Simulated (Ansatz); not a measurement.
This Ansatz (a first-principles code) input is the reference run, SiO$_{2}$ (space group P3_221, No. 154), computed with LDA (Ansatz), no spin-orbit coupling:

Ansatz 0.2 input:
```yaml
crystal:
  lattice:
    - [4.8658486656, 0, 0]
    - [-2.4329243328, 4.2139485553, 0]
    - [0, 0, 5.3652244756]
  atoms:
    - { symbol: Si, position: [0, 0.4647529318, 0.3333333333] }
    - { symbol: Si, position: [0.5352470682, 0.5352470682, 0] }
    - { symbol: Si, position: [0.4647529318, 0, 0.6666666667] }
    - { symbol: O, position: [0.2761122948, 0.4111423559, 0.2211883266] }
    - { symbol: O, position: [0.5888576441, 0.8649699389, 0.8878549932] }
    - { symbol: O, position: [0.7238877052, 0.1350300611, 0.4454783401] }
    - { symbol: O, position: [0.8649699389, 0.5888576441, 0.1121450068] }
    - { symbol: O, position: [0.4111423559, 0.2761122948, 0.7788116734] }
    - { symbol: O, position: [0.1350300611, 0.7238877052, 0.5545216599] }
basis: { ecutwfc: 420, ecutrho_ratio: 4, xc_grid: 2, fft_grid_basis: typed }
kpoints: { mp_grid: { grid: [8, 8, 6] } }
hamiltonian:
  xc: lda
  dispersion: none
  pseudopotentials: { kind: paw }
scf: { occupations: { method: fermi_dirac, width: 0.05 }, convergence: { dr2_threshold: 0.0000000009 } }
output: { forces: true, stress: true }
checkpoint: { write: state.ck, write_every: 1000 }
```

Write the input for this change: an isotropic linear strain of +0.75 %; the atoms relax in the strained cell.


Ansatz 0.2 input:
```yaml
crystal:
  lattice:
    - [4.9023425305, 0, 0]
    - [-2.4511712653, 4.2455531695, 0]
    - [0, 0, 5.4054636592]
  atoms:
    - { symbol: Si, position: [0, 0.4647529318, 0.3333333333] }
    - { symbol: Si, position: [0.5352470682, 0.5352470682, 0] }
    - { symbol: Si, position: [0.4647529318, 0, 0.6666666667] }
    - { symbol: O, position: [0.2761122948, 0.4111423559, 0.2211883266] }
    - { symbol: O, position: [0.5888576441, 0.8649699389, 0.8878549932] }
    - { symbol: O, position: [0.7238877052, 0.1350300611, 0.4454783401] }
    - { symbol: O, position: [0.8649699389, 0.5888576441, 0.1121450068] }
    - { symbol: O, position: [0.4111423559, 0.2761122948, 0.7788116734] }
    - { symbol: O, position: [0.1350300611, 0.7238877052, 0.5545216599] }
basis: { ecutwfc: 420, ecutrho_ratio: 4, xc_grid: 2, fft_grid_basis: typed }
kpoints: { mp_grid: { grid: [8, 8, 6] } }
hamiltonian:
  xc: lda
  dispersion: none
  pseudopotentials: { kind: paw }
scf: { occupations: { method: fermi_dirac, width: 0.05 }, convergence: { dr2_threshold: 0.0000000009 } }
relax: { f_tol: 0.005, max_steps: 50 }
output: { forces: true, stress: true }
checkpoint: { write: state.ck, write_every: 1000 }
```
This is the input that was run.

Whether these cells are dynamically stable was not tested.
